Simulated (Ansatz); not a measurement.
The parent structure is SnTe in the rock salt structure (space group Fm-3m, No. 225; a = 6.2891 Å). Axes: x, y, z lie along the cube axes.

The values are results of Kohn–Sham DFT with the PBEsol functional, run in Ansatz (a first-principles code) with PAW and 420 eV plane waves, spin-orbit coupling left out, not measurements.

Before the change:

| Quantity | Result |
|---|---|
| Shortest interatomic distance | 3.145 Å |

It is then changed as follows: a pure shear with ε_xy = ε_yx = 0.0057; the atoms relax in the strained cell.

**Question.** What happens to the stress, energy relative to the base and shortest interatomic distance?

**Answer.** The stress (xx, yy, zz, yz, xz, xy; compression positive) is (-0.01, -0.01, -0.01, 0.00, 0.00, -0.19) GPa; the energy is nearly the same; the shortest interatomic distance is still 3.145 Å.

Whether these cells are dynamically stable was not tested.
